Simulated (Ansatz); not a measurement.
Start from CdTe in the zinc blende structure (space group F-43m, No. 216; a = 6.489 Å). Axes: x, y, z lie along the cube axes.

Level of theory: Ansatz (a quantum-chemistry and plane-wave program), PBEsol, PAW, cutoff 420 eV, spin-orbit coupling left out.

Now apply this change: a pure shear with ε_xy = ε_yx = 0.0029, atoms relaxed at fixed cell.

### Question
Predict the new stress and energy relative to the base.

### Answer
The stress (xx, yy, zz, yz, xz, xy; compression positive) amounts to (0.01, 0.01, 0.01, 0.00, 0.00, -0.12) GPa; the energy stays essentially unchanged.

The cells carry an imposed strain or load. Stability against distortions was not tested.
